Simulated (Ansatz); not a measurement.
TlCl in the CsCl type structure (space group Pm-3m, No. 221)

```
CELL_PARAMETERS angstrom
      3.76921     0.00000     0.00000
      0.00000     3.76921     0.00000
      0.00000     0.00000     3.76921
ATOMIC_POSITIONS crystal
  Tl 0.00000 0.00000 0.00000
  Cl 0.50000 0.50000 0.50000
```

Level of theory: PBEsol in Ansatz (plane waves to 420 eV, PAW, without spin-orbit coupling). k-mesh 9×9×9 (Γ-centred); smearing 0.05 eV (Fermi–Dirac).

| Item | Value |
|---|---|
| Volume per atom | 26.77 Å³ |
| Density | 7.44 g/cm³ |
| Band gap | 1.79 eV, direct at X |
| Electron mass | 0.14 mₑ along k, 0.27 mₑ across |
| Hole mass | 0.21 mₑ along k, 0.54 mₑ across |
| Lowest conduction-band minima above the VBM | X along ⟨100⟩ 1.79 eV; R along ⟨111⟩ 2.19 eV |
| Total energy | -6179.164 eV/atom (σ→0; compares only within this code and set-up) |

With Tl present, leaving out spin-orbit coupling can change the band edges. Effective masses come from finite differences of ±0.01 Å⁻¹. Along k means along the line from Γ to the band edge. Stability against distortions was not tested.

Ansatz is an electronic-structure program.
